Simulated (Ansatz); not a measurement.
# MoGe (model structure, started from the WC type, P-6m2, No. 187, 2 atoms in the cell)

The numbers are results of PBEsol (Ansatz, a program for electronic structure, plane waves, PAW), not measurements.

Settings: plane-wave cutoff 500 eV, 18×18×12 k mesh (along the axes of the cell as run), Fermi–Dirac smearing 0.05 eV, no spin polarisation, scalar-relativistic PAW data made under PBE.

Cell (relaxed at this level):

```xyz
2
Lattice="3.1651 0.0000 0.0000 -1.5826 2.7411 0.0000 0.0000 0.0000 3.5779" Properties=species:S:1:pos:R:3 pbc="T T T"
Mo     0.0000     0.0000     0.0000
Ge     1.5826     0.9137     1.7890
```

```json
{
 "band_gap": "zero (no gap)"
}
```

Note: the relaxation could raise the start's symmetry but not lower it, so the cell can be a saddle point.

Spin–orbit coupling is not included.

The computed numbers hold no vibrational or temperature effects.

Computing time: around 2.4 core-minutes (rough).

A model structure was made by putting elements into a prototype or built by hand; it is no filed structure, need not be a known phase, and can be a saddle point held by its symmetry.
